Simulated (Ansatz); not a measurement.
Worked example: relaxation of the atoms of BaGa2H2 (P3m1, 5 atoms in the cell) in Ansatz (an electronic-structure program).

Method: LDA (PW92), default PAW files made with PBE (plane waves; Ansatz).

The change in words: one atom moved by 0.15 angstrom; relax: default → atoms; relax.f_tol: default → 0.02 eV/Å. Reference geometry:
```yaml
crystal:
  lattice:
    - [4.51261, 0.00000, 0.00000]
    - [-2.25631, 3.90804, 0.00000]
    - [0.00000, 0.00000, 4.96539]
  atoms:
    - { symbol: Ba, position: [0.00000, 0.00000, 0.00000] }
    - { symbol: Ga, position: [0.33333, 0.66667, 0.46883] }
    - { symbol: Ga, position: [0.66667, 0.33333, 0.53117] }
    - { symbol: H, position: [0.33333, 0.66667, 0.13291] }
    - { symbol: H, position: [0.66667, 0.33333, 0.86709] }
```

Reference input (self-consistent single point, DFT, LDA (PW92), plane waves, default PAW files made with PBE): basis.ecutwfc = 420 eV; kpoints.mp_grid.grid = 9 9 7; hamiltonian.xc = lda; hamiltonian.pseudopotentials = {kind: paw} (the program's default PAW files); scf.occupations.method = fermi_dirac; scf.occupations.width = 0.1 eV. This run's input differs from it in these lines:

```diff
@@ -6,3 +6,3 @@
   atoms:
-    - { symbol: Ba, position: [0.000000, 0.000000, 0.000000] }
+    - { symbol: Ba, position: [0.000000, 0.000000, 0.030209] }
     - { symbol: Ga, position: [0.333333, 0.666667, 0.468830] }
@@ -20,2 +20,4 @@
   occupations: { method: fermi_dirac, width: 0.1 eV }
+relax:
+  f_tol: 0.02
 output:
```

Output (repeated stretches shortened):

```
   [... SCF lines of the steps left out ...]
relax step   1: F+E_penalty+E_count = -13227.28636761 eV  Δ(F+E_penalty+E_count) = +0.000e0 eV  max|allowed force component| = 3.041e-1 eV/Å  Δτ_max = 0.0000 Å  (6 SCF iters, dr2 threshold 1.00e-5 eV, accepted)
relax step   2: F+E_penalty+E_count = -13227.30013672 eV  Δ(F+E_penalty+E_count) = -1.377e-2 eV  max|allowed force component| = 2.531e-1 eV/Å  Δτ_max = 0.1950 Å  (6 SCF iters, dr2 threshold 5.78e-6 eV, accepted)
relax step   3: F+E_penalty+E_count = -13227.30386787 eV  Δ(F+E_penalty+E_count) = -3.731e-3 eV  max|allowed force component| = 2.008e-1 eV/Å  Δτ_max = 0.0711 Å  (6 SCF iters, dr2 threshold 4.00e-6 eV, accepted)
relax step   4: F+E_penalty+E_count = -13227.31097853 eV  Δ(F+E_penalty+E_count) = -7.111e-3 eV  max|allowed force component| = 6.519e-3 eV/Å  Δτ_max = 0.0332 Å  (5 SCF iters, dr2 threshold 2.54e-5 eV, accepted)
relax step   5: F+E_penalty+E_count = -13227.31097979 eV  Δ(F+E_penalty+E_count) = -1.259e-6 eV  max|allowed force component| = 6.558e-3 eV/Å  Δτ_max = 0.0000 Å  (4 SCF iters, accepted)
the relaxation is at rest under the 6 symmetry operations that the run kept from its start: a minimum is not shown …
Stability not checked: this state was not tested for a lower state beside it, because too few of the mixer's solves of this state at the end of the SCF gave a …
Free energy (F): -13227.310980 eV
Internal energy: -13227.298927 eV  (E = F + TS)
E sigma→0 (E₀):  -13227.304953 eV
Entropy (-TS):   -0.012053 eV (-2.411 meV/atom)
Fermi energy:    8.216266 eV
--- Forces (eV/Å), atoms counted from 1 ---
  atom   1  Ba     0.00000000     0.00000000    -0.00230470
   [... lines left out ...]
    - { symbol: Ga, position: [0.33333333333333326, 0.6666666666666666, 0.47608404442712116] }
    - { symbol: Ga, position: [0.6666666666666666, 0.33333333333333326, 0.5359645770650291] }
    - { symbol: H, position: [0.33333333333333326, 0.6666666666666666, 0.1361028615627635] }
    - { symbol: H, position: [0.6666666666666666, 0.33333333333333326, 0.8757785458599403] }
```

The run converged. 

Summary of the result:
- Free energy E − TS (on the zero of these files): -13227.3110 eV
- Fermi level (on the code's own zero): 8.22 eV
- Pressure: -3.54 GPa
- Largest force (vector length): 0.007 eV/Å
- Relaxation steps: 5

The starting cell comes from a database of computed structures (which also holds hypothetical and non-ambient phases and stackings), without a prior relaxation at this level. Its lattice was rescaled by up to half a per cent. For this run, on top of that: one atom moved by 0.15 angstrom. The relaxation keeps the symmetry of its start, so its end need not be a minimum. Ansatz's pressure includes its estimate of the finite-basis (Pulay) stress.

Cost on one core of a shared machine: roughly 60 s.

Keys are those of Ansatz 0.2.
